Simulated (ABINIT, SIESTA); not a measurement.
A SIESTA input for a self-consistent single point of ZnCu2SnS4 (I-4, 8 atoms in the cell) (DFT, GGA PBE, numerical atomic orbitals TZP, PseudoDojo PBE standard norm-conserving potentials (rewritten from UPF to PSML)):

```
# files in the folder: Zn.psml Cu.psml Sn.psml S.psml (PseudoDojo PBE standard)
SystemName  ZnCu2SnS4
SystemLabel siesta

NumberOfAtoms                8
NumberOfSpecies              4
%block ChemicalSpeciesLabel
  1 30 Zn
  2 29 Cu
  3 50 Sn
  4 16 S
%endblock ChemicalSpeciesLabel
LatticeConstant              6.648182 Ang
%block LatticeVectors
    -0.408201972    0.408201972    0.816542929
     0.408201972   -0.408201972    0.816542929
     0.408201972    0.408201972   -0.816542929
%endblock LatticeVectors
AtomicCoordinatesFormat      ScaledCartesian
%block AtomicCoordinatesAndAtomicSpecies
     0.000000000    0.408201972    0.408271464  1
     0.000000000    0.000000000    0.000000000  2
     0.408201972    0.000000000    0.408271464  2
     0.000000000    0.000000000    0.816542929  3
     0.197773855    0.192124340    0.210651745  4
     0.192124340    0.618630088   -0.210651745  4
     0.210428116    0.216077632    1.027194673  4
     0.216077632   -0.210428116    0.605891184  4
%endblock AtomicCoordinatesAndAtomicSpecies

XC.functional                GGA
XC.authors                   PBE
PAO.BasisSize                TZP
PAO.EnergyShift              0.005 Ry
MeshCutoff                   400 Ry
%block kgrid.MonkhorstPack
    4   0   0  0.0
    0   4   0  0.0
    0   0   4  0.0
%endblock kgrid.MonkhorstPack
OccupationFunction           FD
ElectronicTemperature        100.0 meV

MaxSCFIterations             150
SCF.Mixer.Method             Pulay
SCF.Mixer.Weight             0.25
SCF.Mixer.History            8
SCF.DM.Tolerance             1.0E-04
Diag.ParallelOverK           true
WriteForces                  true
```

Question: Give the ABINIT input for the same structure, mesh, smearing and functional.

Answer: This is the input that was run; spellings and numerical settings could be chosen otherwise.

```
# ZnCu2SnS4, JTH v2.0 PBE PAW
pp_dirpath "./"
pseudos "Zn.GGA_PBE-JTH.xml, Cu.GGA_PBE-JTH.xml, Sn.GGA_PBE-JTH.xml, S.GGA_PBE-JTH.xml"
acell 12.5632435425 12.5632435425 12.5632435425
rprim
        -0.4082019607    0.4082019607    0.8165429068
         0.4082019607   -0.4082019607    0.8165429068
         0.4082019607    0.4082019607   -0.8165429068
natom 8
ntypat 4
znucl 30 29 50 16
typat 1 2 2 3 4 4 4 4
xred
         0.7500000000    0.2500000000    0.5000000000
         0.0000000000    0.0000000000    0.0000000000
         0.2500000000    0.7500000000    0.5000000000
         0.5000000000    0.5000000000    0.0000000000
         0.3643200000    0.3712400000    0.4775800000
         0.6287600000    0.1063400000    0.9930800000
         0.8936600000    0.8867400000    0.5224200000
         0.1132600000    0.6356800000    0.0069200000
ecut 30 Ha
pawecutdg 60 Ha
pawxcdev 0
ixc 11
occopt 3
tsmear 0.00367493
nband 55
kptopt 1
ngkpt 4 4 4
nshiftk 1
shiftk 0 0 0
nstep 50
tolvrs 1.0e-12
prtwf 0
prtden 0
enunit 1
```

Basis, cutoffs, solver keys and any potentials are the target program's own. This input uses DFT, PBE, plane waves, PAW (JTH v2.0 PBE PAW).

The starting cell comes from a database of computed structures (which also holds hypothetical and non-ambient phases and stackings), without a prior relaxation at this level. Its lattice was rescaled by a random factor within 2.5 % of one.
